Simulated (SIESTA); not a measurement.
Worked example: self-consistent single point of ScCl (R-3m, 4 atoms in the cell) in SIESTA.

Computed with LDA PW92+U, numerical atomic orbitals DZP, PseudoDojo LDA standard norm-conserving potentials (rewritten from UPF to PSML) run with SIESTA.

```xyz
4
Lattice="1.7474 1.0089 9.9118 -1.7474 1.0089 9.9118 0.0000 -2.0177 9.9118" Properties=species:S:1:pos:R:3 pbc="T T T"
Sc     0.0000     0.0000    23.5151
Sc     0.0000     0.0000     6.2204
Cl     0.0000     0.0000    17.7681
Cl     0.0000     0.0000    11.9674
```
Moments meant for the start (each program seeds them in its own way; μB, in the order of the atoms Sc Sc Cl Cl): 1.0 1.0 0.0 0.0.

Reference input (self-consistent single point, DFT, LDA PW92, numerical atomic orbitals DZP, PseudoDojo LDA standard norm-conserving potentials (rewritten from UPF to PSML)): XC.functional = LDA; XC.authors = PW92; potentials = PseudoDojo LDA standard; PAO.BasisSize = DZP; PAO.EnergyShift = 0.01 Ry; MeshCutoff = 350 Ry; kgrid.MonkhorstPack = 7 7 7; OccupationFunction = FD; ElectronicTemperature = 1160.45 K; Spin = polarized; DM.InitSpin = [1 +1.00, 2 +1.00, 3 +0.00, 4 +0.00]; MaxSCFIterations = 150. This run's input differs from it in these lines:

```diff
@@ -43,2 +43,11 @@
 %endblock DM.InitSpin
+DFTU.ProjectorGenerationMethod 2
+DFTU.CutoffNorm              0.9
+DFTU.FirstIteration          true
+%block DFTU.proj
+  Sc 1
+  n=3 2
+  7.00 0.00
+  0.00 0.00
+%endblock DFTU.proj
```

Output, abridged:

```
        iscf     Eharris(eV)        E_KS(eV)     FreeEng(eV)     dDmax    Ef(eV) dHmax(eV)
   scf:    1    -3511.107045    -3518.922209    -3518.959329  0.679853 -2.559939  6.804845
     spin moment: {S} , |S| = {        0.0        0.0    1.24655 }     1.24655
   scf:    2    -3520.012762    -3519.537209    -3519.574446  0.019163 -2.660228  5.525468
     spin moment: {S} , |S| = {        0.0        0.0    1.27035 }     1.27035
   scf:    3    -3521.598045    -3521.100287    -3521.141929  0.073603 -3.140888  0.665619
     spin moment: {S} , |S| = {        0.0        0.0    1.36952 }     1.36952
   [... lines left out ...]
     spin moment: {S} , |S| = {        0.0        0.0    1.22608 }     1.22608
hubbard_term: recalculating local occupations   20
hubbard_term: maximum change in local occup.    0.000751
   scf:   25    -3520.559672    -3520.559668    -3520.611914  0.000093 -3.159485  0.000300
     spin moment: {S} , |S| = {        0.0        0.0    1.22629 }     1.22629
hubbard_term: recalculating local occupations   21
hubbard_term: maximum change in local occup.    0.000761
   scf:   26    -3520.559667    -3520.559667    -3520.611913  0.000009 -3.159476  0.000220
     spin moment: {S} , |S| = {        0.0        0.0    1.22630 }     1.22630
SCF Convergence by DM+H criterion
max |DM_out - DM_in|         :     0.0000087479
max |H_out - H_in|      (eV) :     0.0002204237
DFT+U population converged by dTol_pop criteria:
max |pop(DFT+U)_i - pop(DFT+U)_j|:     0.0007605899
SCF cycle converged after 26 iterations

Using DM_out to compute the final energy and forces
hubbard_term: recalculating local occupations   22
hubbard_term: maximum change in local occup.    0.000761
hubbard_term: recalculating Hamiltonian and forces

siesta: E_KS(eV) =            -3520.5602

siesta: E_KS - E_eggbox =     -3520.5602

siesta: Atomic forces (eV/Ang):
     1   -0.000000   -0.000000    0.324629
     2    0.000000    0.000000   -0.324629
     3    0.000000   -0.000001    0.696074
     4    0.000000    0.000001   -0.696074
   Tot   -0.000000    0.000000    0.000000
   Max    0.696074
   [... lines left out ...]
siesta: FreeEng =     -3520.612453
siesta: Cell volume =        104.842432 Ang**3
siesta:          33.26225140        -15.90448828  kBar
   [... lines left out ...]
              0.004   0.006   0.005   0.006   0.004

mulliken: Qtot =       17.387

Mulliken Atomic Populations:
Atom #   charge [q] valence [e]      Sz [e]  Species
     1     0.025118   10.974882    0.620040  Sc
     2     0.025118   10.974882    0.620040  Sc
     3    -0.025118    7.025118   -0.006889  Cl
     4    -0.025118    7.025118   -0.006889  Cl
 Total     0.000000                1.226303
```

The run converged in 26 iterations. Against the reference run the pressure goes from -5.23 to 3.33 GPa, the largest force goes from 0.570 to 0.696 eV/Å and the size of the net moment goes from 0.24 to 0.31 μB/atom.

The starting cell comes from a database of computed structures (which also holds hypothetical and non-ambient phases and stackings), without a prior relaxation at this level. The magnetic order is the one reached from the typed start; others were not searched systematically. With U or open f shells several self-consistent states can exist. Values carry the incompleteness of an atom-centred basis. With a pressure of about 3 GPa the cell is away from its equilibrium volume at this level.

Cost on one core of a shared machine: roughly 10 min.
